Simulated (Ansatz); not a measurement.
What uniaxial strain ε_zz = +4.69 % does to ZnGeP2

Consider ZnGeP2 in the chalcopyrite structure (space group I-42d, No. 122; a = 5.500 Å, c = 10.844 Å). Axes: x, y, z lie along a, b, c of the conventional cell.

Perturbation: the cell is stretched by 4.69 % along z with no lateral relaxation; the atoms relax in the strained cell.

Calculations: PBE (Ansatz, a quantum-chemistry and plane-wave program), no spin-orbit coupling. Γ-centred 9×9×9 mesh, Fermi–Dirac width 0.05 eV.

```json
[
 {"quantity": "volume per atom", "base": "20.50 Å³", "changed": "21.46 Å³", "shift": "+0.96 Å³"},
 {"quantity": "space group", "base": "I-42d (No. 122)", "changed": "I-42d (No. 122)", "shift": "–"},
 {"quantity": "shortest interatomic distance", "base": "2.360 Å", "changed": "2.397 Å", "shift": "+0.0376 Å"},
 {"quantity": "energy relative to the base (free energy F)", "base": "0 meV/atom", "changed": "+16 meV/atom", "shift": "+16 meV/atom"},
 {"quantity": "pressure (mean of the normal stresses, compression positive)", "base": "0.00 GPa", "changed": "-3.09 GPa", "shift": "-3.09 GPa"},
 {"quantity": "band gap (an upper bound: an edge found on the path is not a true extremum; the base alone)", "base": "1.14 eV", "changed": "0.79 eV", "shift": "-0.358 eV"},
 {"quantity": "stress (xx, yy, zz, yz, xz, xy; compression positive)", "base": "–", "changed": "(-2.00, -2.00, -5.25, 0.00, 0.00, 0.00) GPa", "shift": "–"}
]
```

Final structure:

```
CELL_PARAMETERS angstrom
     -2.74995     2.74995     5.67650
      2.74995    -2.74995     5.67650
      2.74995     2.74995    -5.67650
ATOMIC_POSITIONS crystal
  Zn 0.75000 0.25000 0.50000
  Zn 0.00000 0.00000 0.00000
  Ge 0.25000 0.75000 0.50000
  Ge 0.50000 0.50000 0.00000
  P  0.12823 0.12500 0.50323
  P  0.62177 0.62500 0.49677
  P  0.37500 0.87177 0.99677
  P  0.87500 0.37823 0.00323
```

Stability against distortions was not tested.
